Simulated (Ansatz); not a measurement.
# A computed series for GaP: response to strain

Take GaP in the zinc blende structure (space group F-43m, No. 216; a = 5.452 Å) as the base. Axes: x, y, z lie along the cube axes.

Strains are applied to the cell and any free atomic positions relax; under biaxial strain the out-of-plane vector relaxes too.

All numbers come from r2SCAN (Ansatz, a program for electronic structure, PAW, without spin-orbit coupling), earlier PAW set.

Candidates:
(a) biaxial strain −0.70 %, plane normal [111], relaxed out of plane
(b) biaxial strain −2.24 %, plane normal [110], relaxed out of plane
(c) isotropic strain +4.13 %

For the base:

Band gap: 1.85 eV

**Question.** Order them by band gap, lowest first.

**Answer.** (c) isotropic strain +4.13 % (1.32 eV), (b) biaxial strain −2.24 %, plane normal [110], relaxed out of plane (1.41 eV), (a) biaxial strain −0.70 %, plane normal [111], relaxed out of plane (1.80 eV)

Stability against distortions was not tested.
